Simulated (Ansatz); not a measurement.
Fermi-surface figures of metals: La (P6_3/mmc) under several functionals (Ansatz, a program for electronic structure, without spin-orbit coupling). The PBE cell:

Space group P6₃/mmc (No. 194); a = b = 3.763 Å, c = 12.107 Å, α = β = 90.00°, γ = 120.00°

```csv
atom,site,symmetry,x,y,z
La,2a,-3m.,0.0000,0.0000,0.0000
La,2c,-6m2,0.3333,0.6667,0.2500
```

```
Functional  cell relaxed with  volume (Å³/atom)  density of states at the Fermi level per atom  Drude plasma energy  root-mean-square Fermi velocity
----------  -----------------  ----------------  ---------------------------------------------  -------------------  -------------------------------
PBE                       PBE             37.12                                 1.82 states/eV               3.8 eV                     3.3 ×10⁵ m/s
PBEsol                 PBEsol             34.00                                 1.58 states/eV               4.1 eV                     3.7 ×10⁵ m/s
r2SCAN                 PBEsol             34.00                                 1.46 states/eV               4.2 eV                     4.0 ×10⁵ m/s
```

For the density of states at the Fermi level per atom, PBE gives 1.82 states/eV and r2SCAN 1.46 states/eV: PBE lies 25 % above.

Metals at this level; values at 300 K, both spins, means over directions. As a rough test of the mesh, the Fermi surface's area from every second k point differs by up to 13 %. Spin-orbit coupling is left out.
